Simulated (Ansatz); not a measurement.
The starting structures come from a database of crystals and need not be the phases stable at ambient conditions.

 Where the default PAW files enter, the runs use the earlier of Ansatz's two default sets.

The decay constant κ of evanescent states in the gap governs leakage through a thin film.

Consider the following.

```yaml
crystal:
  lattice:
    - [3.97246, 0.00000, 0.00000]
    - [1.07744, 7.18258, 0.00000]
    - [-1.78586, 0.04800, 3.41697]
  atoms:
    - { symbol: Ca, position: [0.01940, 0.24753, 0.22555] }
    - { symbol: Ca, position: [0.98060, 0.75247, 0.77445] }
    - { symbol: C, position: [0.59949, 0.93984, 0.13145] }
    - { symbol: C, position: [0.40051, 0.06016, 0.86855] }
    - { symbol: C, position: [0.36559, 0.56604, 0.44816] }
    - { symbol: C, position: [0.63441, 0.43396, 0.55184] }
```

Space group of this cell: P-1. The cell is taken as given.

Transport runs along the normal of the first two printed cell vectors.

No gap correction and no spin-orbit coupling; mid-gap values are interpolated between computed energies.

Task: State the band gap and the smallest decay constant κ at mid-gap according to Ansatz (a quantum-chemistry and plane-wave program) with r2SCAN.

Result: Gap 2.68 eV on a 10×4×10 mesh; κ = 0.329 1/Å, at (0.500, 0.500) of the in-plane reciprocal vectors. At the zone centre, at the nearest computed energy, the slowest state has κ = 0.48 1/Å.
